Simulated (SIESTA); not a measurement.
Band structure of SiSnPt5 (P4/mmm, 7 atoms in the cell).

```
SiSnPt5
1.0
    4.04672     0.00000     0.00000
    0.00000     4.04672     0.00000
    0.00000     0.00000     7.15583
Si Sn Pt
1 1 5
Direct
  0.00000   0.00000   0.50000
  0.50000   0.50000   0.00000
  0.00000   0.50000   0.29555
  0.00000   0.50000   0.70445
  0.50000   0.00000   0.29555
  0.50000   0.00000   0.70445
  0.00000   0.00000   0.00000
```

Computed with LDA PW92, numerical atomic orbitals DZP, PseudoDojo LDA standard norm-conserving potentials (rewritten from UPF to PSML) (SIESTA 5.4.2).

Settings: XC.functional = LDA; XC.authors = PW92; potentials = PseudoDojo LDA standard; PAO.BasisSize = DZP; PAO.EnergyShift = 0.01 Ry; MeshCutoff = 300 Ry; kgrid.MonkhorstPack = 5 5 3; OccupationFunction = FD; ElectronicTemperature = 580.23 K; MaxSCFIterations = 150; SCF.Mixer.Method = Broyden; SCF.Mixer.Weight = 0.25; SCF.Mixer.History = 8; SCF.DM.Tolerance = 1.0E-05.

The starting cell comes from a database of computed structures (which also holds hypothetical and non-ambient phases and stackings), without a prior relaxation at this level. Its lattice was rescaled by a random factor within 2.5 % of one. Spin-orbit coupling is off. Spin polarisation is off. Values carry the incompleteness of an atom-centred basis.

Levels in eV from the Fermi level, bands 51 to 56:
| point | 51 | 52 | 53 | 54 | 55 | 56 |
|---|---|---|---|---|---|---|
| Γ | -1.07 | -0.59 | -0.59 | -0.01 | 0.03 | 1.90 |
| X | -2.02 | -1.29 | -1.28 | -0.91 | 0.05 | 0.33 |
| M | -1.61 | -1.34 | -1.23 | -0.45 | -0.45 | 0.17 |
| Z | -0.37 | -0.01 | 0.03 | 0.99 | 1.24 | 1.24 |
| R | -1.81 | -1.78 | -1.47 | -0.81 | 1.39 | 2.10 |
| A | -1.89 | -1.36 | -1.00 | -0.68 | 0.45 | 0.45 |

Bands cross the Fermi level along this path, so the cell is metallic at this level.

Higher empty bands are left out: an atom-centred basis made for the valence describes them poorly.
